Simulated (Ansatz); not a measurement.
A 32-atom cell of Ga(As,Sb) started in the zinc blende structure, site fractions As 0.188, Sb 0.812, short-range order -0.03 among the nearest mixed sites (0 is random, a negative value favours unlike neighbours), space group R3 at the end, an ordered arrangement that its symmetry holds. The mixed sublattice has 16 sites.

The mixing enthalpy is taken against the end members in the zinc blende type, relaxed in the same cell and mesh.

Computed with PBE (plane waves to 420 eV, PAW; Ansatz, an electronic-structure program). Scalar-relativistic, without spin–orbit coupling; with elements this heavy it can move edges by tenths of an eV. Its k-point mesh 3×3×3, Fermi–Dirac width 0.01 eV.

| cell | energy at zero smearing (eV) |
|---|---|
| GaAs | -138237.745 |
| GaSb | -164285.421 |
| Ga16As3Sb13 | -159401.114 |

Q: Work out the mixing enthalpy per mixed site and the interaction parameter Ω of a regular solution.

A: With x = 13/16 of the second end member, ΔH = [-159401.114 − 3/16 × (-138237.745) − 13/16 × (-164285.421)] / 16 = 23.0 meV against the separate end members. Ω = ΔH / x(1 − x) = 151 meV.
